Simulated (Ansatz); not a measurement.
C11b WSi₂: LDA at its full settings (plane-wave cutoff 520 eV, 24×24×24 k mesh, Fermi–Dirac smearing 0.05 eV, no spin polarisation, scalar-relativistic PAW data made under PBE) and at cheaper ones, in a cell of 3 atoms with Γ-centred meshes.

| level and setting | lattice constant a (Å) | c axis length (Å) | bulk modulus B0 (GPa) |
|---|---|---|---|
| LDA (Ansatz) | 3.185 | 7.772 | 238 |
| LDA (250 eV cutoff) (Ansatz) | 3.187 | 7.785 | 224 |
| LDA (Γ point alone) (Ansatz) | 3.359 | 8.383 | 81.3 |
| LDA (2×2×2 k mesh) (Ansatz) | ? | ? | 232 |
| LDA (4×4×4 k mesh) (Ansatz) | 3.184 | 7.791 | 236 |

Question: Estimate the withheld entries.

Answer: 
- LDA (2×2×2 k mesh) (Ansatz, an electronic-structure program), lattice constant a (Å): 3.222
- LDA (2×2×2 k mesh) (Ansatz), c axis length (Å): 7.657

Largest shifts from the full settings: lattice constant a +5.46 % (LDA (Γ point alone)), against a difference of -0.90 % of the full result from the reference 3.214 Å (measured, temperature not stated, not corrected to a static lattice; as tabulated in Pavlosiuk et al. (2022), arXiv:2202.05362); lattice parameter c +7.86 % (LDA (Γ point alone)), against a difference of -0.75 % of the full result from the reference 7.831 Å (measured, temperature not stated, not corrected to a static lattice; as tabulated in Pavlosiuk et al. (2022), arXiv:2202.05362); bulk modulus -66 % (LDA (Γ point alone)).

The full settings aren't shown to be converged themselves.

Ansatz's density-functional and Hartree–Fock values are scalar-relativistic unless marked +SOC, with PAW data made under PBE.

Run with cheap settings on purpose, which may leave them unconverged: LDA (250 eV cutoff), LDA (2×2×2 k mesh), LDA (4×4×4 k mesh), LDA (Γ point alone).
